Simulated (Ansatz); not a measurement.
# Hypothetical anti-perovskite Mg3SiO: pressure series

Start from Mg3SiO in the anti-perovskite structure (space group Pm-3m, No. 221; a hypothetical phase, not in the database extracts checked).

```xyz
5
Lattice="4.1898 0.0000 0.0000 0.0000 4.1898 0.0000 0.0000 0.0000 4.1898" Properties=species:S:1:pos:R:3 pbc="T T T"
Mg     0.0000     2.0949     2.0949
Mg     2.0949     0.0000     2.0949
Mg     2.0949     2.0949     0.0000
Si     0.0000     0.0000     0.0000
O      2.0949     2.0949     2.0949
```

Cell and atoms are relaxed at each pressure.

The values are results of PBEsol (Ansatz, a quantum-chemistry and plane-wave program, PAW, scalar-relativistic without spin-orbit coupling), not measurements.

| pressure (GPa) | volume per atom (Å³/atom) |
|---|---|
| -2 | 15.084 |
| -1 | 14.892 |
| 0 | 14.710 |
| 0.3 | 14.661 |
| 1.5 | 14.463 |
| 3 | 14.232 |
| 5 | ? |
| 7.5 | 13.630 |
| 10 | 13.344 |

Fit the third-order Birch–Murnaghan form P(V) = (3B₀/2)[(V₀/V)^(7/3) − (V₀/V)^(5/3)]·[1 + (3/4)(B₀′ − 4)((V₀/V)^(2/3) − 1)] (squares taken in P) to the rows shown and predict the withheld row.

Least squares on the printed values gives V₀ = 14.713 Å³/atom, B₀ = 84.4 GPa, B₀′ = 3.9; this predicts 13.949 Å³/atom, and the run gives 13.947 Å³/atom, 0.002 lower.

Load acts through the strain it causes; cell and atoms are relaxed under it. No phonon test of stability was made. No other phases were tried under pressure. The final runs are not spin-polarised.
